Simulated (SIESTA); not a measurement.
SIESTA run on C₃N₄ (P-6m2, 28 atoms in the cell): self-consistent single point.

Method: GGA PBEsol, numerical atomic orbitals DZP, PseudoDojo PBEsol standard norm-conserving potentials (rewritten from UPF to PSML) run with SIESTA 5.4.2.

```xyz
28
Lattice="7.1345 0.0000 0.0000 -3.5673 6.1787 0.0000 0.0000 0.0000 7.0399" Properties=species:S:1:pos:R:3 pbc="T T T"
C     -1.2743     3.3834     0.0000
C      0.0000     5.5905     0.0000
C      1.2743     3.3834     0.0000
C      3.5673     3.4523     0.0000
C      4.7735     1.3632     0.0000
C      2.3611     1.3632     0.0000
C      0.0000     1.3899     3.5199
C     -2.3636     5.4837     3.5199
C      2.3636     5.4837     3.5199
C      4.8486     1.3198     3.5199
C      2.2859     1.3198     3.5199
C      3.5673     3.5392     3.5199
N      0.0000     4.1191     0.0000
N      4.7501     0.0326     0.0000
N      1.2204     2.0487     0.0000
N      4.7313     4.0975     0.0000
N      5.9141     2.0487     0.0000
N      2.4033     4.0975     0.0000
N      2.3844     0.0326     0.0000
N      3.5673     2.0596     0.0000
N     -1.1624     2.0374     3.5199
N     -1.2217     6.1666     3.5199
N      2.3840     4.1534     3.5199
N      1.2217     6.1666     3.5199
N     -2.3840     4.1534     3.5199
N      1.1624     2.0374     3.5199
N      0.0000     0.0000     3.5199
N      3.5673     2.0596     3.5199
```

Reference input (self-consistent single point, DFT, GGA PBEsol, numerical atomic orbitals DZP, PseudoDojo PBEsol standard norm-conserving potentials (rewritten from UPF to PSML)): XC.functional = GGA; XC.authors = PBEsol; potentials = PseudoDojo PBEsol standard; PAO.BasisSize = DZP; PAO.EnergyShift = 0.01 Ry; MeshCutoff = 350 Ry; kgrid.MonkhorstPack = 5 5 4; OccupationFunction = FD; ElectronicTemperature = 116.05 K; MaxSCFIterations = 150; SCF.Mixer.Method = Pulay; SCF.Mixer.Weight = 0.2. This run's input differs from it in these lines:

```diff
@@ -54,5 +54,5 @@
 %block kgrid.MonkhorstPack
-    5   0   0  0.0
-    0   5   0  0.0
-    0   0   4  0.0
+    2   0   0  0.0
+    0   2   0  0.0
+    0   0   2  0.0
 %endblock kgrid.MonkhorstPack
```

Output, abridged:

```
        iscf     Eharris(eV)        E_KS(eV)     FreeEng(eV)     dDmax    Ef(eV) dHmax(eV)
   scf:    1    -6360.461170    -6430.738858    -6430.738858  1.856378 -4.840883  4.975094
   scf:    2    -6452.563653    -6443.734069    -6443.734069  0.047655 -5.048841  2.117535
   scf:    3    -6446.952516    -6445.975524    -6445.975524  0.035881 -5.099845  0.807506
   scf:    4    -6446.202441    -6446.104036    -6446.104036  0.019981 -4.273185  0.210293
   scf:    5    -6446.160852    -6446.136043    -6446.136043  0.011403 -4.215578  0.100527
   scf:    6    -6446.138899    -6446.140001    -6446.140001  0.004839 -4.185764  0.108329
   scf:    7    -6446.141690    -6446.141264    -6446.141264  0.001474 -4.196180  0.012852
   scf:    8    -6446.141401    -6446.141356    -6446.141356  0.000737 -4.556132  0.021104
   scf:    9    -6446.141424    -6446.141395    -6446.141395  0.000180 -4.557801  0.009449
   scf:   10    -6446.141407    -6446.141404    -6446.141404  0.000108 -4.558890  0.001237
   scf:   11    -6446.141404    -6446.141404    -6446.141404  0.000021 -4.559040  0.000209
SCF Convergence by DM+H criterion
max |DM_out - DM_in|         :     0.0000211387
max |H_out - H_in|      (eV) :     0.0002089569
SCF cycle converged after 11 iterations

Using DM_out to compute the final energy and forces

siesta: E_KS(eV) =            -6446.1414

siesta: E_KS - E_eggbox =     -6446.1414

siesta: Atomic forces (eV/Ang):
     1    0.415958    0.239838    0.000000
     2    0.000273   -0.480149   -0.000000
     3   -0.415740    0.240027    0.000000
   [... 25 lines left out ...]
   Tot   -0.000001   -0.000000   -0.000000
   Max    0.648113
   Res    0.286010    sqrt( Sum f_i^2 / 3N )
   Max    0.648113    constrained

Stress tensor Voigt[x,y,z,yz,xz,xy] (kbar):      -30.80      -30.78       26.08        0.00        0.00        0.02
(Free)E + p*V (eV/cell)    -6443.8493
Target enthalpy (eV/cell)    -6446.1414

   [... lines left out ...]
siesta: FreeEng =     -6446.141404
siesta: Cell volume =        310.333363 Ang**3
siesta:          11.83375620         15.27719519  kBar
   [... lines left out ...]
              0.024   0.015   0.006   0.015   0.024
  14  4.752   0.789   0.429   0.356   0.931   0.917   0.666   0.203   0.380
   [... 29 lines left out ...]

mulliken: Qtot =      128.000

Mulliken Atomic Populations:
Atom #   charge [q] valence [e]  Species
     1    -0.374777    4.374777  C
     2    -0.374777    4.374777  C
     3    -0.374776    4.374776  C
   [... 25 lines left out ...]
 Total     0.000000
```

The run converged in 11 iterations. Against the reference run the free energy stays essentially unchanged (within 1 meV/atom), the pressure hardly changes (1.20 to 1.18 GPa), the largest force goes from 0.676 to 0.664 eV/Å and the gap on the mesh goes from 1.017 to 1.000 eV.

The starting cell comes from a database of computed structures (which also holds hypothetical and non-ambient phases and stackings), without a prior relaxation at this level. Values carry the incompleteness of an atom-centred basis.

Cost on one core of a shared machine: roughly 50 s.
